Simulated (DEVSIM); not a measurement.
System: InP p-i-n diode, at 300 K.

Layer 1 from the left is InP, thickness (μm) 0.140, Na (cm⁻³) 9.9e16, τn (s) 4e-10, τp (s) 4e-10. Layer 2 from the left is InP, thickness (μm) 4.50, Nd (cm⁻³) 7.7e12, τn (s) 4e-10, τp (s) 4e-10. Layer 3 from the left is InP, thickness (μm) 1.60, Nd (cm⁻³) 2.3e17, τn (s) 4e-10, τp (s) 4e-10.

Left contact: ohmic. Right contact: ohmic. Voltage is applied to the left contact. Recombination: SRH at mid-gap, radiative. Mobility is μmin + (μ − μmin)/(1 + (N/Nref)^α).

The device is made up for the run: typed textbook-type constants, with dimensions and the other settings drawn at random. Values at 300 K.

InP: gap (eV) 1.344, affinity (eV) 4.38, permittivity 12.5, Nc (cm⁻³) 5.7e17, Nv (cm⁻³) 1.1e19, μn (cm²/Vs) 5200, μp (cm²/Vs) 170, μn,min 400, μp,min 10, Nref,n 3e17, Nref,p 4.9e17, αn 0.47, αp 0.62, B (cm³/s) 1.2e-10.

Model (solved in DEVSIM): 1D drift-diffusion, Boltzmann statistics, complete ionisation; no tunnelling, impact ionisation, image-force lowering or self-heating.

Q: What does the simulation give for the dark forward voltage at 1 A/cm², the potential step across the device at zero bias?

A: dark forward voltage at 1 A/cm² 0.796 V; potential step across the device at zero bias 1.199 V.
